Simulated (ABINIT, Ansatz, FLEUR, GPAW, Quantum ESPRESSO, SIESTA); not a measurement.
## Hf5Sc (P-62m, 6 atoms in the cell) computed with different codes at matched settings

Self-consistent single point.

```
Hf5Sc
1.0
    5.56147     0.00000     0.00000
   -2.78073     4.81637     0.00000
    0.00000     0.00000     5.02450
Hf Sc
5 1
Direct
  0.66053   0.00000   0.00000
  0.33947   0.33947   0.00000
  0.00000   0.66053   0.00000
  0.33333   0.66667   0.50000
  0.66667   0.33333   0.50000
  0.00000   0.00000   0.50000
```

Shared settings, as Ansatz (an electronic-structure program) writes them: kpoints.mp_grid.grid = 5 5 5; scf.occupations.method = gaussian; scf.occupations.width = 0.1 eV. Potentials and cutoffs stand in the table.

```tsv
code	model	pressure (GPa)	largest force (eV/Å)	cutoff
ABINIT	LDA (PW92), norm-conserving pseudopotentials (PseudoDojo nc-sr-04 LDA standard)	-7.63	0.096	39 Ha
SIESTA	LDA PW92, numerical atomic orbitals TZP, PseudoDojo LDA standard norm-conserving potentials (rewritten from UPF to PSML)	-10.01	0.081	grid 400 Ry
Ansatz	LDA (PW92), PAW files made with PBE	-6.84	0.070	420 eV
Quantum ESPRESSO	LDA (PZ), GBRV 1.5 ultrasoft (LDA) pseudopotentials	-6.51	0.055	50 Ry
FLEUR	LDA (Perdew-Zunger), all-electron FLAPW (FLEUR), scalar-relativistic valence	–	0.067	Kmax 3.8 1/bohr
GPAW	LDA (Perdew-Wang 92), GPAW PAW datasets LDA (gpaw-data 1.0.1)	-6.55	0.058	800 eV
```

A dash marks a value that a program does not give, or that is left out as unsure.

On Ansatz's run: spin-orbit coupling is off.

The spread over the programs that give each value: pressure within 3.50 GPa; largest force within 0.041 eV/Å.

SIESTA uses small atom-centred bases, whose incompleteness enters pressures, forces and empty levels differently from a plane-wave cutoff. FLEUR treats all electrons, but the usual bases taken here (sphere radii, linearisation, local orbitals, empty states) were not tested for convergence, so the values are no reference for the others. Ansatz's pressure is given at a fixed set of plane waves, as the other plane-wave codes print theirs. The same LDA comes in different parametrisations, which differ slightly. In the pressure, SIESTA (by 3.31) lies more than 1 GPa from the median of the plane-wave programs.

The starting cell comes from a database of computed structures (which also holds hypothetical and non-ambient phases and stackings), without a prior relaxation at this level.

Left out of this page: Elk (not drawn, or without a comparable value).

Keys are those of Ansatz 0.2.
